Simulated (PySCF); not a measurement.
PySCF 2.14.0, PBE0/def2-svp, df: Zn(F)(OMe)(NH3)2 (C[O][Zn](<-[NH3])(<-[NH3])[F]), 15 atoms. The geometry is a generated start, not checked to be a minimum at this level.

| Item | Value |
|---|---|
| task | energy |
| method | pbe0 |
| basis | def2-svp |
| two-electron scheme | density fitting |
| mol.max_memory | 3000 MB |
| mf.max_cycle | 100 |
| mf.conv_tol | 1e-09 (default) |
| mf.grids.level | 3 (default) |
| basis functions | 146 |
| grid points | 179184 |

```xyz
15

Zn     0.2169     0.0732     0.2276
F      0.5307     1.0885     1.5928
O     -1.3137    -0.2593    -0.6068
C     -2.4632     0.5089    -0.4236
H     -2.3669     1.5140    -0.8609
H     -3.2928    -0.0027    -0.9313
H     -2.7322     0.6278     0.6349
N      0.9001    -1.7354     1.1079
H      0.5324    -2.5724     0.6700
H      0.4793    -1.6451     2.0261
H      1.8997    -1.8402     1.2392
N      1.7247     0.9109    -1.0327
H      1.2983     1.7505    -1.4108
H      2.1030     0.3754    -1.8057
H      2.4837     1.2061    -0.4267
```

Charge 0 and multiplicity 1 are set for this test and not shown to be the ground state.

With the defaults (mf.DIIS = CDIIS, mf.diis = true, mf.level_shift = 0, mf.init_guess = minao, mf.diis_space = 8, mf.damp = 0, mf.diis_start_cycle = 1) it converges in 12 Fock builds. One run each on 2 threads, 1 BLAS thread, with these changes:
- mf.init_guess = 1e
- mf.diis = false, mf.damp = 0.7, mf.diis_start_cycle = 999
- mf.level_shift = 0.1 Hartree
- mf.DIIS = EDIIS
- mf.init_guess = sap
- mf.diis_space = 12
- mf.init_guess = huckel
- mf.diis = false
- mf.init_guess = mod_huckel

Q: Which of these changes keep the SCF from converging, or lead it to another solution?

A: No convergence: mf.DIIS = EDIIS; mf.diis = false (the run ends without SCF convergence in 100 cycles). The rest reach the solution of the defaults.

| setting | Fock builds | end |
|---|---|---|
| the defaults | 12 | same solution |
| mf.diis_space = 12 | 12 | same solution |
| mf.level_shift = 0.1 Hartree | 13 | same solution |
| mf.init_guess = huckel | 14 | same solution |
| mf.init_guess = mod_huckel | 14 | same solution |
| mf.init_guess = sap | 15 | same solution |
| mf.diis = false, mf.damp = 0.7, mf.diis_start_cycle = 999 | 28 | same solution |
| mf.init_guess = 1e | 29 | same solution |
| mf.DIIS = EDIIS | 101 | no convergence |
| mf.diis = false | 101 | no convergence |
